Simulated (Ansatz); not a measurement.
The starting structures come from a database of crystals and need not be the phases stable at ambient conditions.

 Where the default PAW files enter, the runs use the earlier of Ansatz's two default sets.

Tunnelling through a barrier is set by its complex band structure: the current falls as exp(−2κd) with the smallest κ.

```
KO3Sb
1.0
    5.39782     0.00000     0.00000
    2.69891     6.28533     0.00000
    2.69891     1.15891     4.52872
K Sb O
2 2 6
Direct
  0.35816   0.92552   0.35816
  0.64184   0.07448   0.64184
  0.83610   0.49169   0.83610
  0.16390   0.50831   0.16390
  0.55723   0.31295   0.16686
  0.44277   0.68705   0.83314
  0.96296   0.31295   0.55723
  0.03704   0.68705   0.44277
  0.16686   0.31295   0.96296
  0.83314   0.68705   0.03704
```

Space group of this cell: R-3. The cell is taken as given.

Transport runs along the normal of the first two printed cell vectors, the (101) plane of the conventional cell.

The gap is the functional's own. No spin-orbit coupling. Mid-gap values are interpolated on the energy grid.

Task: Predict the band gap and the smallest decay constant κ at mid-gap from r2SCAN (Ansatz, a first-principles code).

Result: Gap 3.60 eV on a 8×8×8 mesh; κ = 0.323 1/Å, at the zone centre.
